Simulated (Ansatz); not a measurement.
# HgTe: response to strain

Base system: HgTe in the zinc blende structure (space group F-43m, No. 216; a = 6.573 Å). Axes: x, y, z lie along the cube axes.

Strains are applied to the cell and any free atomic positions relax.

All numbers come from r2SCAN in Ansatz (plane waves to 500 eV, PAW, no spin-orbit coupling).

Candidates:
(a) isotropic strain +0.37 %
(b) strain tensor (xx, yy, zz, yz, xz, xy) = (−0.26, −0.04, +0.65, +0.46, −0.06, +1.08) %
(c) isotropic strain −1.20 %

Notes on the quantities. energy relative to the base: free energy F.

Problem. Order them by energy relative to the base, lowest first.

Solution. (a) isotropic strain +0.37 % (+0.5 meV/atom), (b) strain tensor (xx, yy, zz, yz, xz, xy) = (−0.26, −0.04, +0.65, +0.46, −0.06, +1.08) % (+1.4 meV/atom), (c) isotropic strain −1.20 % (+6.0 meV/atom)

A case with no gap was solved on a k-mesh chosen for an insulator, which is coarse for it. Whether these cells are dynamically stable was not tested. The final runs are not spin-polarised.

Ansatz is a quantum-chemistry and plane-wave program.
